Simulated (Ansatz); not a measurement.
The starting structures come from a database of crystals and need not be the phases stable at ambient conditions.

Inside the gap of an insulator the Bloch states are evanescent, with a wavenumber k + iκ along the transport direction.

Here is the system:

```
Cs3HO8Se2
1.0
    6.38501     0.04250     0.04444
    3.14698     5.55578     0.04444
    2.82921     1.66164     7.89490
Cs H Se O
3 1 2 8
Direct
  0.19802   0.19802   0.38533
  0.80198   0.80198   0.61467
  0.00000   0.00000   0.00000
  0.50000   0.50000   0.00000
  0.43004   0.43004   0.76592
  0.56996   0.56996   0.23408
  0.28821   0.28821   0.74413
  0.71179   0.71179   0.25587
  0.39557   0.39557   0.98180
  0.60443   0.60443   0.01820
  0.30234   0.73195   0.68892
  0.69766   0.26805   0.31108
  0.26805   0.69766   0.31108
  0.73195   0.30234   0.68892
```

Space group of this cell: C2/m. The cell was relaxed by PBE-D3(BJ); by r2SCAN its mean pressure is -2.1 GPa.

Transport runs along the normal of the first two printed cell vectors.

The gap is the functional's own, uncorrected, and κ follows it; spin-orbit coupling is left out. Mid-gap values are interpolated between the computed energies.

Q: Compute, with r2SCAN run with Ansatz (an electronic-structure program), the band gap and the smallest decay constant κ at mid-gap.

A: Gap 4.56 eV on a 6×6×4 mesh; κ = 0.402 1/Å, at the zone centre.
